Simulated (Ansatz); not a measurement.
Consider CdTe in the zinc blende structure (space group F-43m, No. 216; a = 6.4086 Å). Axes: x, y, z lie along the cube axes.

Method: Kohn–Sham DFT with the LDA functional, run in Ansatz (an electronic-structure program) with PAW and 420 eV plane waves, scalar-relativistic without spin-orbit coupling.

For the base:

The valence-band top at Γ is 0.00, 0.00, 0.00 eV. The band gap is 0.61 eV.

Modification: a pure shear with ε_xy = ε_yx = 0.0086, atoms relaxed at fixed cell.

### Question
How does this affect the valence-band top at Γ?

### Answer
The valence-band top at Γ (three highest levels, from the VBM) becomes 0.00, -0.05, -0.09 eV (base: 0.00, 0.00, 0.00 eV).

### Question
What does the calculation give for the largest internal atomic displacement after the change?

### Answer
The largest internal atomic displacement amounts to 0.011 Å.

### Question
Predict the new band gap.

### Answer
The band gap drops by 0.05 eV, from 0.61 eV to 0.56 eV.

With Te present, leaving out spin-orbit coupling can change the band edges. The cells carry an imposed strain or load. No phonon test of stability was made.
